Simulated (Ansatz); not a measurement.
For Ir (Fm-3m), Ansatz (an electronic-structure program) with PBEsol, DFPT electron-phonon coupling, linearised Boltzmann equation gives a transport coupling λ_tr = 0.449 and a Drude plasma energy ħω_p = 10.72 eV.

Q: Estimate the resistivity at 300 K from the high-temperature formula ρ = 2π λ_tr k_B T / (ħ ε₀ ω_p²), and say how the full Boltzmann solution compares.

A: The scattering rate is 1/τ = 2π λ_tr k_B T/ħ = 1.11e14 s⁻¹ and ω_p = 1.63e16 s⁻¹, so ρ ≈ 4.72 μΩ·cm. The Boltzmann solution gives 4.40 μΩ·cm, 0.93 times the estimate.

A metal at this level (no band gap). Only scattering by harmonic phonons is included (no impurities, grain boundaries, electron-electron scattering or thermal expansion). Spin-orbit coupling is left out, which matters with elements this heavy. Halving the electron mesh (36x36x36) moves the resistivity by up to 1 % at 300 K, the coupling by up to 6 %. Smearing 0.20 eV; phonons on a 6x6x6 q mesh, which this run doesn't test.
